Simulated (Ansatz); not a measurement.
**What isotropic strain −1.50 % does to Lu**

Start from Lu in the hcp (Mg type) structure (space group P6_3/mmc, No. 194; a = 3.443 Å, c = 5.367 Å; relaxed with 0.1 eV smearing).

It is then changed as follows: an isotropic linear strain of −1.50 %; the atoms relax in the strained cell.

Method: PBEsol (Ansatz, a quantum-chemistry and plane-wave program; PAW; 420 eV plane waves; no spin-orbit coupling). Γ-centred 19×19×11 mesh, Fermi–Dirac width 0.1 eV.

```json
[
 {"quantity": "volume per atom", "base": "27.55 Å³", "changed": "26.33 Å³", "shift": "-1.22 Å³"},
 {"quantity": "space group", "base": "P6_3/mmc (No. 194)", "changed": "P6_3/mmc (No. 194)", "shift": "–"},
 {"quantity": "shortest interatomic distance", "base": "3.340 Å", "changed": "3.289 Å", "shift": "-0.0501 Å"},
 {"quantity": "energy relative to the base (free energy F)", "base": "0 meV/atom", "changed": "+8.9 meV/atom", "shift": "+8.9 meV/atom"},
 {"quantity": "pressure (mean of the normal stresses, compression positive)", "base": "0.0 GPa", "changed": "2.4 GPa", "shift": "+2.4 GPa"},
 {"quantity": "band gap", "base": "zero", "changed": "zero", "shift": "–"}
]
```

Final structure:

```
Lu
1.0
    3.39153     0.00000     0.00000
   -1.69576     2.93715     0.00000
    0.00000     0.00000     5.28635
Lu
2
Direct
  0.66667   0.33333   0.75000
  0.33333   0.66667   0.25000
```

No phonon test of stability was made.
